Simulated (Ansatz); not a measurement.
Structure of amorphous As22Te33 (periodic cell):

```xyz
55
Lattice="11.6256 0.1973 0.3747 0.1973 12.9530 0.3993 0.3747 0.3993 12.3056" Properties=species:S:1:pos:R:3 pbc="T T T"
As     2.5841     9.3334     8.6168
As     1.9502     9.7140     5.0762
As     7.6416     1.4947     0.3203
As     0.4795     9.5278     7.1227
As    11.3377    11.7914     0.7325
As     1.7558     7.4879     2.1457
As     3.4325     5.7191     1.5686
As     5.8329     2.6402     1.6709
As     8.0939    10.3127     9.2252
As    11.5358    10.5566    11.1110
As     7.3241     6.8842    10.6395
As     3.9256    10.0913     6.6176
As     5.1141     5.2072     4.0868
As    10.6886     2.9311     7.6381
As     6.5836     9.0616     4.8749
As    11.5866     6.5671     5.6206
As     9.8456    11.9859     9.8309
As     9.9388     8.8683    12.0895
As     3.9536     2.9372     4.0377
As     9.2883     8.1899     9.7853
As     7.0500     4.6776     2.5033
As     2.2404     7.2539     4.6203
Te     8.0861     2.7471     3.9721
Te     9.2772    12.1479     4.1649
Te     7.6990     1.1229     7.6293
Te     3.3281    12.7288     6.7588
Te    11.4327     5.8719     2.4362
Te     2.6780    11.6849     9.7659
Te    11.1909    12.1828     7.5361
Te     1.9789    12.7658     3.2186
Te     7.8375    11.9324     1.7270
Te     5.1380     3.4244    11.4549
Te     0.4021     1.3200    10.9748
Te     5.4189    12.6352     9.1956
Te     6.7250    11.1854    11.3382
Te     5.6592     3.4371     6.0287
Te     7.2687     4.5737     9.2357
Te    11.4695     6.6652    12.0014
Te     2.3959    11.5292     0.6726
Te     7.2819    11.9853     6.1453
Te     1.3556     3.1575     4.9230
Te     8.3551     7.7620     3.3957
Te     5.6545     7.1189     6.5634
Te     0.7261     6.4778     7.8244
Te     9.7730     2.3623     1.6955
Te     9.1163     4.9582     7.0678
Te     4.8701    12.6534     4.3370
Te     5.3871     8.0162     9.2321
Te    10.0483     8.7440     5.4781
Te     3.0390     5.3474    11.4335
Te     9.6791     2.6953    10.1772
Te     4.7300     9.4978     2.9854
Te     5.4471     7.4749     1.1251
Te     1.4422     2.5407     2.0294
Te     1.5378     3.8172     7.9425
```

All values below come from PBE, scalar-relativistic without spin-orbit coupling, PAW (Ansatz default set, large-core Te) (plane waves to 420 eV; Ansatz, an electronic-structure program).

It comes from a melt-quench run on a machine-learned potential (CHGNet), relaxed afterwards by DFT. The hot cell started wider than the set density and was brought back towards it in steps. It is the lowest in DFT energy of 4 quenches. It is a model cell: composition and starting density were chosen by hand, and all elements were melted together. No dispersion term was used. Its density started from a set value of 5.26 and ended at 5.26 g/cm³. Cooling (nominally 33 K/ps over its main leg) ran many orders faster than in experiment, which tends to leave more defects and strain. One small periodic cell is one sample of the glass; other quenches scatter about these values. The volume was held where the preparation left it and the shape relaxed, at a PBE pressure of 0.7 GPa. Stress components on the final sampling reach 0.8 GPa. On a 2×2×2 Γ-centred mesh force components of up to 0.29 eV/Å stay, since the relaxation ran on one k-point at (1/4, 1/4, 1/4).

Cut-offs for bonds: As-As 2.78 Å, As-Te 2.92 Å, Te-Te 3.31 Å.

Question: Give the coordination numbers, mean bond lengths and angles.

Answer: 
```
Quantity                                                Result
-----------------------  -------------------------------------
Mean coordination of As                       3.00 (22 with 3)
Mean coordination of Te  2.61 (17 with 2, 12 with 3, 4 with 4)
Mean Te-Te bond           2.986 Å (spread 0.170 Å, 29 counted)
Mean As-As bond           2.527 Å (spread 0.023 Å, 19 counted)
Mean As-Te bond           2.686 Å (spread 0.042 Å, 28 counted)
Bond angle at As                       mean 96.2°, spread 9.4°
Bond angle at Te                     mean 103.1°, spread 27.9°
```

Question: What Bader charges do the atoms carry, from a run on one k-point at (1/4, 1/4, 1/4)?

Answer: Means (range): As +0.03 e (-0.06 to +0.10), Te -0.02 e (-0.16 to +0.11).
```csv
atom,charge (e)
As1,+0.01
As2,+0.01
As3,-0.00
As4,-0.06
As5,+0.09
As6,+0.04
As7,+0.07
As8,+0.04
As9,+0.07
As10,-0.05
As11,+0.02
As12,+0.04
As13,-0.02
As14,+0.04
As15,+0.04
As16,+0.03
As17,+0.07
As18,+0.04
As19,+0.10
As20,+0.01
As21,+0.05
As22,+0.03
Te23,+0.01
Te24,-0.04
Te25,-0.16
Te26,+0.02
Te27,+0.01
Te28,-0.06
Te29,-0.04
Te30,+0.01
Te31,-0.00
Te32,-0.10
Te33,-0.07
Te34,+0.08
Te35,-0.10
Te36,-0.03
Te37,+0.05
Te38,-0.02
Te39,-0.02
Te40,+0.11
Te41,-0.02
Te42,-0.05
Te43,+0.00
Te44,+0.02
Te45,-0.02
Te46,-0.05
Te47,+0.04
Te48,-0.03
Te49,-0.01
Te50,-0.04
Te51,+0.04
Te52,-0.01
Te53,-0.06
Te54,-0.04
Te55,-0.05
```
